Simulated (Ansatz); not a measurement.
# SiC in the zinc blende structure (space group F-43m, No. 216)

SiC is taken in the cubic space group F-43m (No. 216), the zinc blende structure, Pearson symbol cF8. Cell: a = b = c = 4.356 Å, α = β = γ = 90.00°. C on 4c is surrounded by 4 Si at 1.886 Å (tetrahedral). Si on 4a is coordinated by 4 C at 1.886 Å (tetrahedral). (Neighbours: up to the widest gap in distance over summed covalent radii, below 1.35, at either atom.)
(The calculation used a cell of 2 atoms; values per cell refer to that cell.)

All numbers come from r2SCAN/PAW in Ansatz (an electronic-structure program), scalar-relativistic without spin-orbit coupling. Settings: 13×13×13 k-points, 0.05 eV Fermi–Dirac smearing.

| Item | Result |
|---|---|
| Volume per atom | 10.33 Å³ |
| Density | 3.22 g/cm³ |
| Band gap | 1.71 eV, indirect, Γ → X |
| Electron mass | 0.64 mₑ along k, 0.23 mₑ across |
| Hole mass (degenerate bands, along [100]) | 0.35, 0.57, 0.57 mₑ |
| Lowest conduction-band minima above the VBM | X along ⟨100⟩ 1.71 eV |
| Total energy | -445.667 eV/atom (σ→0; compares only within this code and set-up) |

Masses are band curvatures over ±0.01 Å⁻¹ around the edge. Along k means along the line from Γ to the band edge. Whether these cells are dynamically stable was not tested.
